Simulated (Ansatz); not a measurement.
Consider the following.

```yaml
crystal:
  lattice:
    - [3.74387, 0.00000, 0.00000]
    - [1.87193, 3.24229, 0.00000]
    - [0.00000, 0.00000, 5.64589]
  atoms:
    - { symbol: Zr, position: [0.00000, 0.00000, 0.00000] }
    - { symbol: S, position: [0.33333, 0.33333, 0.24939] }
    - { symbol: S, position: [0.66667, 0.66667, 0.75061] }
```

No spin polarisation.

Method: plane-wave PAW DFT at the PBE-D3(BJ) level (Ansatz, a program for electronic structure, 420 eV), no spin-orbit coupling. Settings: 10×10×6 k-points, 0.05 eV Fermi–Dirac smearing.

Problem. Predict the gap character.

Solution. Indirect, Γ → L.

Problem. What is the computed band gap?

Solution. 0.82 eV.

Problem. What mean in-plane stress (compression positive) does the calculation give?

Solution. -4.3 GPa.

The cells carry an imposed strain or load. No phonon test of stability was made. The cell was made from ZrS₂ in the CdI2 type structure (space group P-3m1, No. 164; layered, stacked along the Cartesian z axis) by this change: biaxial strain +3.00 %, plane normal [001], relaxed out of plane.
